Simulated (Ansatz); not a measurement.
The starting structures come from a database of crystals and need not be the phases stable at ambient conditions.

By PBEsol, the system below comes out a metal.

The ballistic (Sharvin) conductance counts the channels at the Fermi level: G/A = (e²/h) × channels of both spins per area.

Data:

```xyz
6
Lattice="4.4168 0.0000 0.0000 -2.2084 3.8251 0.0000 0.0000 0.0000 5.4077" Properties=species:S:1:pos:R:3 pbc="T T T"
Ti     0.0000     0.0000     0.0000
Ti     0.0000     0.0000     2.7039
Al     0.0000     2.5501     1.3519
Al     2.2084     1.2750     4.0558
Pt     2.2084     1.2750     1.3519
Pt     0.0000     2.5501     4.0558
```

Space group of this cell: P6_3/mmc. The cell is taken as given; by PBEsol its mean pressure is -2.5 GPa.

The current flows along the normal of the first two printed cell vectors, the (001) plane of the conventional cell. No spin-orbit coupling; the value is a mean over 0.1 eV about the Fermi level.

Q: Estimate the ballistic conductance per area that PBEsol in Ansatz (a first-principles code) returns for this system.

A: 1.2 × 10¹⁵ S/m² for both spins.
